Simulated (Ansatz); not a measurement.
For GeSe2 (model structure, started from the 3R-MoS2 type, R3m, No. 160, 3 atoms in the cell), PBEsol in Ansatz (PAW) gives:

```
Item                         Value
-------------------  -------------
lattice parameter a        3.667 Å
lattice parameter c       16.217 Å
formation enthalpy   0.019 eV/atom
```

Task: What does PBE-D3(BJ) (plane waves, PAW; Ansatz, an electronic-structure program) give for the same quantities?

Result: 
- lattice constant a: 3.678 Å (grows by 0.3 %)
- lattice parameter c: 16.291 Å (grows by 0.5 %)
- formation enthalpy: 0.020 eV/atom (is nearly the same)

Changes are worked out from the printed values.

Unless a cell is named, each level is at its own relaxed cell (PBEsol 20.98, PBE-D3(BJ) 21.21 Å³/atom).

Ansatz's density-functional and Hartree–Fock values are scalar-relativistic unless marked +SOC, with PAW data made under PBE.

A model structure was made by putting elements into a prototype or built by hand; it is no filed structure, need not be a known phase, and can be a saddle point held by its symmetry.
